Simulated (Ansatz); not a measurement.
Defect migration in bcc W: interstitial B, neutral cell. The step: a concerted move, in which B travels most; the atom moves 1.59 Å along (0.00, 0.00, -0.50) of the unit cell; the moving atom starts with neighbours 2 W at 1.98, 4 W at 2.22 Å and ends with 2 W at 1.98, 4 W at 2.22 Å. A PBE band in Ansatz (plane-wave PAW, a 2×2×3 k-point mesh shifted by half a step, 36 host sites, 32 SCF runs with any check of the saddle's order, static, no finite-size correction) gives a forward barrier of 1.69 eV. The saddle point's order was not checked, and it lies on a symmetry element of the cell, where a band can be held. Sites that were not tried may lie lower.

Single points at the band's start and saddle point can refine it. Rough cost of one point, in units of the band's mean SCF on the same machine:

| Level | Cost of one point |
|---|---|
| PBE, a 3×3×5 k-point mesh shifted by half a step | about 4 |
| r2SCAN at 500 eV, a 2×2×3 k-point mesh shifted by half a step | under 2 |

### Question
Which of these move the barrier by more than 0.1 eV, and how far does each move it?

### Answer
Not one does. PBE, a 3×3×5 k-point mesh shifted by half a step: -0.05 eV; r2SCAN at 500 eV, a 2×2×3 k-point mesh shifted by half a step: +0.06 eV. Each functional is compared with PBE at the same k-points.

Ansatz is a first-principles code.
